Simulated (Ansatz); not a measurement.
Consider Ca$_{3}$SiO (space group Imma, No. 74; a = 6.583 Å, b = 9.309 Å, c = 6.603 Å; a cell from a computed database, its experimental status unchecked).

Computed with PBEsol (Ansatz, a program for electronic structure, PAW, scalar-relativistic without spin-orbit coupling).

Base values:

- Band gap: zero
- Volume per atom: 20.23 Å³

One thing is altered: a hydrostatic pressure of 7.5 GPa.

Task: Predict the new band gap and volume per atom.

Result: The band gap is still zero; the volume per atom shrinks by 1.83 Å³ to 18.40 Å³.

The mesh was chosen for an insulator and is coarse for the gapless case. Load acts through the strain it causes; cell and atoms are relaxed under it. Whether these cells are dynamically stable was not tested. Competing high-pressure phases were not computed. All final runs are without spin polarisation. Gaps under 0.05 eV, about the width of the smearing, are given as zero. A zero or small gap of Ca3SiO can be the functional's error rather than a property of the material.
